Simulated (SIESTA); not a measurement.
Input and output of a self-consistent single point for Ta (Im-3m, 1 atom in the cell) (SIESTA)

Level of theory: GGA PBE, numerical atomic orbitals DZP, PseudoDojo PBE standard norm-conserving potentials (rewritten from UPF to PSML) (SIESTA 5.4.2).

This input was run:

```
# files in the folder: Ta.psml (PseudoDojo PBE standard)
SystemName  Ta
SystemLabel siesta

NumberOfAtoms                1
NumberOfSpecies              1
%block ChemicalSpeciesLabel
  1 73 Ta
%endblock ChemicalSpeciesLabel
LatticeConstant              2.872173 Ang
%block LatticeVectors
    -0.577350320    0.577350320    0.577350320
     0.577350320   -0.577350320    0.577350320
     0.577350320    0.577350320   -0.577350320
%endblock LatticeVectors
AtomicCoordinatesFormat      ScaledCartesian
%block AtomicCoordinatesAndAtomicSpecies
     0.000000000    0.000000000    0.000000000  1
%endblock AtomicCoordinatesAndAtomicSpecies

XC.functional                GGA
XC.authors                   PBE
PAO.BasisSize                DZP
PAO.EnergyShift              0.01 Ry
MeshCutoff                   400 Ry
%block kgrid.MonkhorstPack
    8   0   0  0.0
    0   8   0  0.0
    0   0   8  0.0
%endblock kgrid.MonkhorstPack
OccupationFunction           MP
OccupationMPOrder            0
ElectronicTemperature        1160.45 K

MaxSCFIterations             150
SCF.Mixer.Method             Pulay
SCF.Mixer.Weight             0.1
SCF.Mixer.History            6
SCF.DM.Tolerance             1.0E-05
Diag.ParallelOverK           true
WriteForces                  true
```

Output (repeated stretches shortened):

```
reinit: Reading from file input.fdf

reinit: System Name: Ta
reinit: System Label: siesta

coor:   Atomic-coordinates input format  =     Cartesian coordinates
coor:                                          (in units of alat)

siesta: Atomic coordinates (Bohr) and species
siesta:      0.00000   0.00000   0.00000  1        1

siesta: System type = bulk

initatomlists: Number of atoms, orbitals, and projectors:      1    19    32

siesta: ******************** Simulation parameters ****************************
redata: Spin configuration                          = none
redata: Time-Reversal Symmetry                      = T
redata: Number of Atomic Species                    =        1
redata: Mesh Cutoff                                 =   400.0000 Ry
redata: Net charge of the system                    =     0.0000 |e|
redata: Min. number of SCF Iter                     =        0
redata: Max. number of SCF Iter                     =      150
redata: SCF convergence failure will abort job
redata: SCF mix quantity                            = Hamiltonian
redata: Mix DM or H after convergence               =   F
redata: Recompute H after scf cycle                 =   F
redata: Mix DM in first SCF step                    =   T
redata: No kicks to SCF
redata: DM Mixing Weight for Kicks                  =     0.5000
redata: Require Harris convergence for SCF          =   F
redata: Harris energy tolerance for SCF             =     0.000100 eV
redata: Require DM convergence for SCF              =   T
redata: DM tolerance for SCF                        =     0.000010
redata: Require EDM convergence for SCF             =   F
redata: EDM tolerance for SCF                       =     0.001000 eV
redata: Require H convergence for SCF               =   T
redata: Hamiltonian tolerance for SCF               =     0.001000 eV
redata: Require (free) Energy convergence for SCF   =   F
redata: (free) Energy tolerance for SCF             =     0.000100 eV
redata: Using DFT-D3 dispersion                     =   F
redata: Using Saved Data (generic)                  =   F
redata: Method of Calculation                       = Diagonalization
redata: Electronic Temperature                      =  1160.4500 K
redata: Number of TDED substeps                     =        3
redata: Dynamics option                             = Single-point calculation
redata: Save all siesta data in one NC              =   F
redata: ***********************************************************************

%block SCF.Mixers
  Pulay
%endblock SCF.Mixers

%block SCF.Mixer.Pulay
  # Mixing method
  method pulay
  variant stable

  # Mixing options
  weight 0.1000
  weight.linear 0.1000
  history 6
%endblock SCF.Mixer.Pulay

DM_history_depth set to one: no extrapolation allowed by default for geometry relaxation
Size of DM history Fstack: 1
Total number of electrons:    13.000000
Total ionic charge:    13.000000

* ProcessorY, Blocksize:    1  20

* Orbital distribution balance (max,min):    19    19

k-point displ. along   1 input, could be:     0.00    0.50
k-point displ. along   2 input, could be:     0.00    0.50
k-point displ. along   3 input, could be:     0.00    0.50
 Kpoints in:          320 . Kpoints trimmed:          296

siesta: k-grid: Number of k-points = 296
siesta: k-points from Monkhorst-Pack grid
siesta: k-cutoff (effective) =    11.489 Ang
siesta: k-point supercell and displacements
siesta: k-grid:     8     0     0      0.000
siesta: k-grid:     0     8     0      0.000
siesta: k-grid:     0     0     8      0.000

diag: Algorithm                                     = D&C
diag: Parallel over k                               =   F
diag: Use parallel 2D distribution                  =   F
diag: Parallel block-size                           = 20
diag: Parallel distribution                         =     1 x     1
diag: Used triangular part                          = Lower
diag: Absolute tolerance                            =  0.100E-15
diag: Orthogonalization factor                      =  0.100E-05
diag: Memory factor                                 =  1.0000

superc: Internal auxiliary supercell:     9 x     9 x     9  =     729
superc: Number of atoms, orbitals, and projectors:    729  13851  23328

                        Single-point calculation

superc: Internal auxiliary supercell:     9 x     9 x     9  =     729
superc: Number of atoms, orbitals, and projectors:    729  13851  23328

outcell: Unit cell vectors (Ang):
       -1.658250    1.658250    1.658250
        1.658250   -1.658250    1.658250
        1.658250    1.658250   -1.658250

outcell: Cell vector modules (Ang)   :    2.872173    2.872173    2.872173
outcell: Cell angles (23,13,12) (deg):    109.4712    109.4712    109.4712
outcell: Cell volume (Ang**3)        :     18.2394
new_DM -- step:     1
Initializing Density Matrix...

Attempting to read DM from file... Failed...
DM filled with atomic data:

InitMesh: MESH = 30 x 30 x 30 = 27000
InitMesh: Mesh cutoff (required, used) =   400.000   452.287 Ry

stepf: Methfessel-Paxton step function
       Using Hermite-Gauss polynomials of order  0

        iscf     Eharris(eV)        E_KS(eV)     FreeEng(eV)     dDmax    Ef(eV) dHmax(eV)
   scf:    1    -1769.993732    -1770.281248    -1770.287648  0.741463 -2.810962  5.170345
   scf:    2    -1770.576080    -1770.430784    -1770.436149  0.036270 -2.916192  4.390459
   scf:    3    -1771.059623    -1770.812378    -1770.816343  0.178653 -3.528555  0.022323
   scf:    4    -1770.812557    -1770.812479    -1770.816455  0.003057 -3.523066  0.044629
   scf:    5    -1770.812519    -1770.812501    -1770.816513  0.006540 -3.530983  0.005680
   scf:    6    -1770.812489    -1770.812496    -1770.816511  0.001240 -3.535552  0.009311
   scf:    7    -1770.812497    -1770.812497    -1770.816513  0.000456 -3.533484  0.000039
   scf:    8    -1770.812497    -1770.812497    -1770.816513  0.000001 -3.533485  0.000051

SCF Convergence by DM+H criterion
max |DM_out - DM_in|         :     0.0000011719
max |H_out - H_in|      (eV) :     0.0000511608
SCF cycle converged after 8 iterations

Using DM_out to compute the final energy and forces

siesta: E_KS(eV) =            -1770.8125

siesta: E_KS - E_eggbox =     -1770.8125

siesta: Atomic forces (eV/Ang):
     1   -0.000000    0.000000   -0.000000
   Tot   -0.000000    0.000000   -0.000000
   Max    0.000000
   Res    0.000000    sqrt( Sum f_i^2 / 3N )
   Max    0.000000    constrained

Stress tensor Voigt[x,y,z,yz,xz,xy] (kbar):       40.11       40.11       40.11        0.04        0.04        0.04
(Free)E + p*V (eV/cell)    -1771.2732
Target enthalpy (eV/cell)    -1770.8165

siesta: Program's energy decomposition (eV):
siesta: Ebs     =      -392.949220
siesta: Eions   =      2361.455554
siesta: Ena     =       371.979820
siesta: Ekin    =       465.300771
siesta: Enl     =       125.535205
siesta: Eso     =         0.000000
siesta: Edftu   =         0.000000
siesta: DEna    =        29.220670
siesta: DUscf   =         0.899163
siesta: DUext   =         0.000000
siesta: Ex      =      -374.482411
siesta: Ec      =       -27.810161
siesta: Exc     =      -402.292572
siesta: Eharris =     -1770.812497
siesta: Etot    =     -1770.812497
siesta: FreeEng =     -1770.816513

siesta: Stress tensor (static) (eV/Ang**3):
siesta:     0.025036    0.000023    0.000023
siesta:     0.000023    0.025036    0.000023
siesta:     0.000023    0.000023    0.025036

siesta: Cell volume =         18.239377 Ang**3

siesta: Pressure (static):
siesta:                Solid            Molecule  Units
siesta:          -0.00027267         -0.00027267  Ry/Bohr**3
siesta:          -0.02503580         -0.02503580  eV/Ang**3
siesta:         -40.11176867        -40.11176867  kBar
```

The run converged in 8 iterations.

The starting cell has typed, rounded lattice constants, without a prior relaxation at this level. Its lattice was rescaled by up to half a per cent. Spin polarisation is off. Values carry the incompleteness of an atom-centred basis. With a pressure of about -4 GPa the cell is away from its equilibrium volume at this level.
